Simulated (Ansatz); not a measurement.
## A computed series for WC: response to strain

Base system: WC (space group P-6m2, No. 187; relaxed with 0.1 eV smearing).

```yaml
crystal:
  lattice:
    - [2.91268, 0.00000, 0.00000]
    - [-1.45634, 2.52245, 0.00000]
    - [0.00000, 0.00000, 2.83536]
  atoms:
    - { symbol: W, position: [0.00000, 0.00000, 0.00000] }
    - { symbol: C, position: [0.33333, 0.66667, 0.50000] }
```

Strains are applied to the cell and any free atomic positions relax.

Computed with r2SCAN (Ansatz, an electronic-structure program), scalar-relativistic without spin-orbit coupling.

Notes on the quantities. energy relative to the base: free energy F.

| isotropic strain (%) | energy relative to the base (meV/atom) |
|---|---|
| 0 | 0.0 |
| 0.5 | 2.9 |
| 1 | ? |
| 1.5 | 25.4 |
| 2 | 44.4 |
| 2.5 | 68.3 |
| 3 | 96.9 |

Problem. Fit ΔE = Aε² + Bε³ (ε in %) to the rows shown and predict the withheld row.

Solution. Least squares on the printed values gives A = 11.8 and B = -0.34 meV/atom (largest residual 0.0 meV/atom); this predicts 11.4 meV/atom, and the run gives 11.5 meV/atom, in agreement.

No phonon test of stability was made. The final runs are not spin-polarised.
